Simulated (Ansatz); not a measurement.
Coverage and cell size: Cl on the 1x1 (110) surface of bcc W, one adsorbate a cell, in each cell the lowest of the starts that converged. Energies against ½ Cl2(g), without dispersion, zero-point or thermal terms; small cells hold the layer to their symmetry. A negative adsorption energy means that the adsorbate is more stable on the surface than in its reference.

The numbers are results of PBE (plane waves to 420 eV, PAW; Ansatz, an electronic-structure program), not measurements.

```
area an adsorbate, end state  atoms  E_ads (eV)  height (Å)  Δ work function (eV)                             rough cost
----------------------------  -----  ----------  ----------  --------------------  -------------------------------------
7 Å², bonded to 2 W               5         ___        2.01                 -0.27                roughly 90 core-seconds
14 Å², bonded to 3 W              9       -2.08        1.89                 -0.63  about 6 core-minutes (a rough figure)
29 Å², bonded to 3 W             17       -2.62        1.94                   ___         around 14 core-minutes (rough)
```

**Question.** Fill in the missing entries.

**Answer.** 
- 7 Å², bonded to 2 W, E_ads (eV): -1.32
- 29 Å², bonded to 3 W, Δ work function (eV): -0.38
